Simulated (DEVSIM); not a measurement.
Device: abrupt Si p-n junction, at 300 K.

| layer (left to right) | material | thickness (μm) | Nd (cm⁻³) | Na (cm⁻³) | τn (s) | τp (s) |
|---|---|---|---|---|---|---|
| 1 | Si | 54.0 | - | 2e18 | 5.8e-5 | 5.8e-5 |
| 2 | Si | 9.70 | 2.8e14 | - | 5.8e-5 | 5.8e-5 |

Left contact: ohmic. Right contact: ohmic. Voltage is applied to the left contact. Recombination: SRH at mid-gap, radiative. Mobility is μmin + (μ − μmin)/(1 + (N/Nref)^α).

This is a model device: material constants are rounded textbook-type values typed into the input, and sizes, dopings and lifetimes were drawn at random. Values at 300 K.

```tsv
parameter	Si
gap (eV)	1.124
affinity (eV)	4.05
permittivity	11.7
Nc (cm⁻³)	2.86e19
Nv (cm⁻³)	3.1e19
μn (cm²/Vs)	1417
μp (cm²/Vs)	470
μn,min	52
μp,min	45
Nref,n	9.7e16
Nref,p	2.2e17
αn	0.68
αp	0.72
B (cm³/s)	4.7e-15
```

Simulated with DEVSIM: 1D drift-diffusion, Boltzmann statistics, complete ionisation; no tunnelling, impact ionisation, image-force lowering or self-heating.

Problem. Tabulate band edges, carrier densities and field at 0.9 V on the left contact.

Solution. Energies count from the Fermi level of the right contact; mesh points crowd at the junctions.

| x (μm) | Ec (eV) | Ev (eV) | n (cm⁻³) | p (cm⁻³) | field (V/cm) |
|---|---|---|---|---|---|
| 0.000 | 0.153 | -0.971 | < 1e2 | 2.0e18 | 12 |
| 0.04534 | 0.153 | -0.971 | 1.4e13 | 2.0e18 | 12 |
| 0.1846 | 0.153 | -0.971 | 5.6e13 | 2.0e18 | 12 |
| 0.5784 | 0.154 | -0.970 | 1.7e14 | 2.0e18 | 12 |
| 2.592 | 0.156 | -0.968 | 7.4e14 | 2.0e18 | 12 |
| 7.529 | 0.162 | -0.962 | 1.9e15 | 2.0e18 | 12 |
| 21.79 | 0.179 | -0.945 | 4.2e15 | 2.0e18 | 12 |
| 46.07 | 0.208 | -0.916 | 5.9e15 | 2.0e18 | 12 |
| 51.27 | 0.214 | -0.910 | 6.1e15 | 2.0e18 | 12 |
| 53.11 | 0.216 | -0.908 | 6.2e15 | 2.0e18 | 12 |
| 53.71 | 0.217 | -0.907 | 6.2e15 | 2.0e18 | 12 |
| 53.95 | 0.217 | -0.907 | 6.2e15 | 2.0e18 | 12 |
| 54.00 | 0.201 | -0.923 | 1.2e16 | 1.1e18 | -52000 |
| 54.04 | 0.143 | -0.981 | 1.1e17 | 1.1e17 | -530 |
| 54.24 | 0.143 | -0.981 | 1.1e17 | 1.1e17 | 27 |
| 54.77 | 0.145 | -0.979 | 1.0e17 | 1.0e17 | 29 |
| 56.26 | 0.149 | -0.975 | 8.6e16 | 8.6e16 | 35 |
| 60.20 | 0.169 | -0.955 | 4.0e16 | 4.0e16 | 74 |
| 62.87 | 0.206 | -0.918 | 9.5e15 | 9.3e15 | 320 |
| 63.43 | 0.237 | -0.887 | 2.9e15 | 3.0e15 | 1100 |
| 63.62 | 0.274 | -0.850 | 7.0e14 | 1.1e15 | 2900 |
| 63.70 | 0.298 | -0.826 | 2.8e14 | 420000 | 3400 |
